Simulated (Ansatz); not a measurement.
The starting structures come from a database of crystals and need not be the phases stable at ambient conditions.

By PBEsol, the system below comes out a metal.

Here is the system:

```xyz
4
Lattice="3.9597 0.0000 0.0000 0.0000 5.5998 0.0000 0.0000 2.7999 2.7999" Properties=species:S:1:pos:R:3 pbc="T T T"
Zr     0.0000     0.0000     0.0000
Ir     0.0000     2.7999     0.0000
Ir     1.9798     1.4000     1.4000
Ir     1.9798     4.1999     1.4000
```

The cell is taken as given; by PBEsol it stands under a pressure of -5.7 GPa.

The current flows along the normal of the first two printed cell vectors, the (110) plane of the conventional cell. No spin-orbit coupling; the value is a mean over 0.1 eV about the Fermi level.

Task: State the ballistic conductance per area according to PBEsol (Ansatz, an electronic-structure program).

Result: 0.93 × 10¹⁵ S/m² for both spins.
